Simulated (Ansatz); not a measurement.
The reference is Os in the hcp (Mg type) structure (space group P6_3/mmc, No. 194; relaxed with 0.1 eV smearing).

```
CELL_PARAMETERS angstrom
      2.72903     0.00000     0.00000
     -1.36451     2.36341     0.00000
      0.00000     0.00000     4.30906
ATOMIC_POSITIONS crystal
  Os 0.66667 0.33333 0.75000
  Os 0.33333 0.66667 0.25000
```

Cartesian axes are those of the cell as printed.

Calculations: Ansatz (a program for electronic structure) PBEsol, no SOC.

Before the change:

The band gap is zero.

The change: the cell is stretched by 2.00 % along x with no lateral relaxation, atoms relaxed at fixed cell.

Question: Predict the new band gap.

Answer: The band gap is still zero.

Question: How does this affect the energy relative to the base?

Answer: The energy grows by 13 meV/atom.

Question: What does the calculation give for the stress after the change?

Answer: The stress (xx, yy, zz, yz, xz, xy; compression positive) amounts to (-14.3, -4.6, -4.6, 0.0, 0.0, 0.0) GPa.

The cells carry an imposed strain or load. Whether these cells are dynamically stable was not tested. All final runs are without spin polarisation.
